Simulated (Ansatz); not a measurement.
AlP (F-43m), HSE06, rigid bands (Ansatz, an electronic-structure program): N_c = 1.60e19 cm⁻³ at 300 K and an electron conductivity mass of 0.327 mₑ.

**Question.** For 1e16 electrons per cm³ at 300 K, place the Fermi level, estimate the Seebeck coefficient of a parabolic band with constant τ, and give mobility and conductivity for τ = 10 fs.

**Answer.** The level lies k_BT ln(N_c/n) = 0.191 eV below the conduction-band minimum. S ≈ −(k_B/e)[ln(N_c/n) + 5/2] = -851 μV/K, against -850 μV/K from the full bands (mean over directions). μ = eτ/m = 53.8 cm²/(V·s) and σ = neμ = 0.0862 S/cm. τ is assumed, not computed.

Band transport and this doping are assumed; polarons and phonon drag are left out. Spin-orbit coupling is left out. Geometry: cell and atoms relaxed with PBEsol.
